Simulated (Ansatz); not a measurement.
**Short convergence ladders for PbBrF (P4/nmm, 6 atoms in the cell)**

```yaml
crystal:
  lattice:
    - [4.19761, 0.00000, 0.00000]
    - [0.00000, 4.19761, 0.00000]
    - [0.00000, 0.00000, 7.68533]
  atoms:
    - { symbol: Pb, position: [0.00000, 0.50000, 0.80940] }
    - { symbol: Pb, position: [0.50000, 0.00000, 0.19060] }
    - { symbol: Br, position: [0.50000, 0.00000, 0.65273] }
    - { symbol: Br, position: [0.00000, 0.50000, 0.34727] }
    - { symbol: F, position: [0.50000, 0.50000, 0.00000] }
    - { symbol: F, position: [0.00000, 0.00000, 0.00000] }
```

Base method: LDA (PW92), default PAW files made with PBE (plane waves; Ansatz, a quantum-chemistry and plane-wave program).

Base settings: basis.ecutwfc = 30.9 Ry; kpoints.mp_grid.grid = 6 6 4; hamiltonian.xc = lda; hamiltonian.pseudopotentials = {kind: paw} (the program's default PAW files); scf.occupations.method = fermi_dirac; scf.occupations.width = 0.0037 Ry.

The count of work is k-points × plane waves × bands × iterations; it is no time. Core times come from one kind of shared machine, to one figure; runs under 30 s give none.

**Zone-centre phonons against the cutoff**

In this ladder: scf.occupations.method = fixed; scf.occupations.width = default; phonons.method = dfpt; phonons.dielectric = true; phonons.rigid_motions = translations.

The mesh stays at the base's, so the ladder's end is converged at best in this setting alone.

Frequencies are those of the unrelaxed cell, without the LO-TO term of polar crystals.

Only quantities that move along the ladder and can be compared are tabulated.

ε∞ and Born charges come from denser meshes that the program picks itself.

| basis.ecutwfc | highest zone-centre frequency (cm⁻¹) | lowest optical frequency (cm⁻¹) | largest Born charge (mean of the diagonal) (e) | mean ε∞ | core time / last (rough) |
|---|---|---|---|---|---|
| 15.4 Ry | 202.1 | 49.2 | 3.760 | 5.360 | 0.6 |
| 18.4 Ry | 229.8 | 43.1 | 3.681 | 5.417 | 0.4 |
| 21.7 Ry | 259.3 | 36.3 | 3.759 | 5.447 | 0.5 |
| 30.9 Ry | 247.8 | 20.0 | 3.769 | 5.454 | 0.8 |
| 37.1 Ry | 247.8 | 19.9 | 3.769 | 5.453 | 1 |

Coarsest basis.ecutwfc that holds the lowest optical frequency within 1 cm⁻¹ of the last step, with all finer ones: 30.9 Ry; the step before is off by 16 cm⁻¹.

Coarsest basis.ecutwfc that holds the largest Born charge (mean of the diagonal) within 0.05 e of the last step, with all finer ones: 21.7 Ry; the step before is off by 0.088 e.

Coarsest basis.ecutwfc that holds the mean ε∞ within 0.05 of the last step, with all finer ones: 18.4 Ry, at about 0.4 of the last step's time; the step before is off by 0.093.

**The size of the supercell around a displaced atom**

On PbBrF (P4/nmm, 12 atoms in the cell), and larger cells.

Steps: 2 x 1 x 1 supercell, one Pb atom moved by 0.02 angstrom along z; 2 x 2 x 1 supercell, one Pb atom moved by 0.02 angstrom along z; and so on, with the mesh thinned in proportion.

Only quantities that move along the ladder and can be compared are tabulated.

```tsv
atoms	largest change of a force by the displacement (eV/Å)	count of work / last	core time / last (rough)
12	0.0608	0.25	0.1
24	0.0456	0.37	0.2
48	0.0558	1.0	1
```

Smallest size that holds the largest change of a force by the displacement within 0.002 eV/Å: not settled: the last two steps still differ by 0.010 eV/Å, over half the tolerance, so the ladder does not show it.

On the base run: the starting cell comes from a database of computed structures (which also holds hypothetical and non-ambient phases and stackings), without a prior relaxation at this level. Its lattice was rescaled by up to half a per cent. In the base run, with a pressure of about -4 GPa the cell is away from its equilibrium volume at this level.

Keys are those of Ansatz 0.2.
